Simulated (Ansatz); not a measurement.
The parent structure is Cr in the bcc (W type) structure (space group Im-3m, No. 229; a = 2.8296 Å; not spin-polarised; relaxed with 0.1 eV smearing). Axes: x, y, z lie along the cube axes.

Calculations: Kohn–Sham DFT with the r2SCAN functional, run in Ansatz (a program for electronic structure) with PAW and 500 eV plane waves, no spin-orbit coupling.

Before the change:

| Quantity | Result |
|---|---|
| Band gap | zero |
| Shortest interatomic distance | 2.451 Å |

Now apply this change: uniaxial strain ε_yy = −5.41 %, all other strain components held at zero; the atoms relax in the strained cell.

Problem. What does the calculation give for the stress, band gap, shortest interatomic distance and energy relative to the base after the change?

Solution. The stress (xx, yy, zz, yz, xz, xy; compression positive) comes out as (9.6, 34.6, 9.6, 0.0, 0.0, 0.0) GPa; the band gap remains zero; the shortest interatomic distance shrinks by 0.0434 Å (2.451 Å → 2.407 Å); the energy increases by 63 meV/atom.

Whether these cells are dynamically stable was not tested. Seeded moments were not kept for the base. All final runs are without spin polarisation. Real Cr is antiferromagnetic at low temperature and ambient pressure, an order that this cell doesn't hold.
